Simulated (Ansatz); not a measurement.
Abridged Ansatz (a program for electronic structure) output:

```
Relaxation: its limit of steps is 60 (relax.max_steps)
Pseudopotential: Bi, paw, valence charge 15
Pseudopotential: V, paw, valence charge 13
Pseudopotential: O, paw, valence charge 6
Crystal: 12 atoms, lattice volume = 134.693 Å³
Basis set: ecut = 500 eV, 3429 PW (Γ), exchange–correlation on 192×192×192 points (64 copies of the dense FFT grid, shifted against one another)
Bands: 64, of which v1, the nominal top of the filled ones, is band 52 counted from 1 (51 counted from 0)
Symmetry: 8 space group operations
k-points: 52 of 343
Functional: x = r2scan, c = r2scan; τ floored in thin density (d = 2e-4 eV/Å³)
SCF iter   1: F=—  HF=-35208.283528 eV  |F-HF|=—  |Δ(HF+E_count)|=         —  Δρ=2.85e-2  dr2=1.32e0  dr2_τ=8.10e-1  ethr=1.77e-3  ⟨swp⟩=6.0  Hψ=12143  notcnv=0
SCF iter   2: F=—  HF=-35208.509568 eV  |F-HF|=—  |Δ(HF+E_count)|=   2.26e-1  Δρ=2.73e-2  dr2=1.07e0  dr2_τ=1.05e-1  ethr=1.27e-3  ⟨swp⟩=2.8  Hψ=7034  notcnv=0  defer=251
SCF 1 converged in 8 iterations: F = -35208.381834 eV  dr2 = 5.11e-8
relax step   1: F+E_penalty+E_count = -35208.38183390 eV  Δ(F+E_penalty+E_count) = +0.000e0 eV  max|allowed force component| = 7.680e-4 eV/Å  Δτ_max = 0.0000 Å  P = +22.495 GPa  Ω = 134.693 Å³  (8 SCF iters, dr2 threshold 1.00e-7 eV, accepted)
[... steps on the carried basis left out ...]
relax step   8: F+E_penalty+E_count = -35207.69583656 eV  Δ(F+E_penalty+E_count) = -1.541e-5 eV  max|allowed force component| = 1.183e-3 eV/Å  Δτ_max = 0.0000 Å  P = +29.994 GPa  Ω = 130.493 Å³  stress off target by 1.17e-2 GPa  SCF on the basis re-selected at this cell (its energy is not comparable with the rows above)  (6 SCF iters)
SCF converged after 6 iterations
Free energy (F): -35207.695837 eV
Internal energy: -35207.695837 eV  (E = F + TS)
E sigma→0 (E₀):  -35207.695837 eV
Fermi energy:    12.764849 eV
--- Forces (eV/Å), atoms counted from 1 ---
  atom   1  Bi    -0.00000000     0.00000000     0.00000000
  atom   2  Bi     0.00000000     0.00000000     0.00000000
[...]
  atom  11  O      0.00118309     0.00043699     0.00077512
  atom  12  O     -0.00118309    -0.00043699     0.00077512
--- Stress (GPa, compression-positive) ---
       29.988294       0.000010       0.000000
       -0.000010      29.988294       0.000000
        0.000000       0.000000      30.005371
  P = ⅓ Tr σ = 29.9940 GPa (299.940 kbar)
--- Relaxed structure (6 steps of the walk, 6 accepted, 2 SCFs on fresh bases) ---
  cell:  # Å, volume = 130.4931 Å³
    - [-2.4535990806761676, 2.4535990806761676, 5.419015998195957]
    - [2.4535990806761676, -2.4535990806761676, 5.419015998195957]
    - [2.4535990806761676, 2.4535990806761676, -5.419015998195957]
  atoms:
    - { symbol: Bi, position: [0.7500000000000002, 0.25, 0.5000000000000001] }
    - { symbol: Bi, position: [-1.9838919058261414e-19, -1.67403457931312e-19, -3.3787573301725447e-19] }
    - { symbol: V, position: [0.25, 0.7500000000000002, 0.5000000000000001] }
    - { symbol: V, position: [0.5000000000000001, 0.5000000000000001, -3.378757330172513e-19] }
    - { symbol: O, position: [0.08921865194232004, 0.9894029406920307, 0.40906837641887583] }
    - { symbol: O, position: [0.5803345642731549, 0.6801502755234445, 0.5909316235811244] }
    - { symbol: O, position: [0.7394029406920307, 0.830334564273155, 0.40018428874971057] }
    - { symbol: O, position: [0.4301502755234444, 0.33921865194232015, 0.5998157112502898] }
    - { symbol: O, position: [0.6607813480576801, 0.26059705930796956, 0.09093162358112428] }
    - { symbol: O, position: [0.16966543572684534, 0.5698497244765559, 0.9090683764188761] }
    - { symbol: O, position: [0.01059705930796953, 0.4196654357268454, 0.09981571125028962] }
    - { symbol: O, position: [0.3198497244765558, 0.9107813480576802, 0.9001842887497107] }
```

What was computed, and what are the main results?

VBiO4, 12 atoms in the cell, with Ansatz, r2SCAN, PAW, cutoff 500 eV, scalar-relativistic without spin-orbit coupling, from a series relaxed to a target (pressure 30 GPa). The last SCF converged to F = -35207.695837 eV, or -2933.9747 eV per atom, at a pressure of 29.99 GPa. The total energy compares only with runs of the same code, potentials and settings.

Spin-orbit coupling, missing from the scalar runs, can matter with Bi. Load acts through the strain it causes; cell and atoms are relaxed under it. Whether these cells are dynamically stable was not tested. No other phases were tried under pressure. The final runs are not spin-polarised. The cell was made from VBiO₄ (space group I4_1/a, No. 88) by this change: pressure 30 GPa.

Keys are those of Ansatz 0.2.
